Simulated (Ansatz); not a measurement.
Take NiSi2 (space group Fm-3m, No. 225; a = 5.444 Å; non-magnetic) as the base.

Calculations: PBE (Ansatz, an electronic-structure program; PAW; 420 eV plane waves; spin-orbit coupling left out), earlier PAW set.

For the base:

| Item | Value |
|---|---|
| Lattice parameter a | 5.444 Å |

It is then changed as follows: Cu takes the place of Si on all its sites, then cell and atoms are relaxed.

Problem. How does this affect the lattice parameter a?

Solution. The lattice parameter a increases by 0.0445 Å (5.444 Å → 5.489 Å).

No phonon test of stability was made. As relaxed here, Cu2Ni is a hypothetical phase, not in the database extracts checked. Seeded moments were not kept for Si → Cu and the base. All final runs are without spin polarisation.
